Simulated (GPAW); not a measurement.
Band structure of CdTe (F-43m, 2 atoms in the cell).

```
CdTe
1.0
    0.00000     3.29196     3.29196
    3.29196     0.00000     3.29196
    3.29196     3.29196     0.00000
Cd Te
1 1
Direct
  0.00000   0.00000   0.00000
  0.25000   0.25000   0.25000
```

Method: PBE, GPAW PAW datasets PBE (gpaw-data 1.0.1) (plane waves; GPAW).

Settings: mode = pw; ecut = 550 eV; xc = PBE; kpts = 9 9 9; mesh shift (steps) = 0 0 0; occupations.name = fermi-dirac; occupations.width = 0 eV; nbands = -6; convergence.density = 1e-05 e/electron; convergence.energy = 1e-05 eV/electron; convergence.bands = -4; symmetry.symmorphic = false; symmetry.tolerance = 0.0005; maxiter = 100.

The starting cell comes from a database of computed structures (which also holds hypothetical and non-ambient phases and stackings), without a prior relaxation at this level. Its lattice was rescaled by a random factor within 2.5 % of one. Spin-orbit coupling is off.

Q: Predict the gap along the standard path and the places of the band edges.

A: The gap along the path is 0.63 eV, direct at Γ to within 0.01 eV.

Levels in eV from the top of the valence band on the SCF mesh, bands 6 to 13:
```tsv
point	6	7	8	9	10	11	12	13
Γ	-7.85	0.00	0.00	0.00	0.63	4.63	4.63	4.63
X	-7.42	-4.08	-1.72	-1.72	2.68	2.72	8.58	8.89
W	-7.35	-3.97	-2.14	-2.01	4.09	4.71	5.50	6.34
K	-7.38	-3.99	-2.35	-1.42	2.92	4.46	7.26	7.36
L	-7.54	-4.16	-0.71	-0.71	1.77	5.22	5.22	7.02
U	-7.38	-3.99	-2.35	-1.42	2.92	4.46	7.26	7.36
```
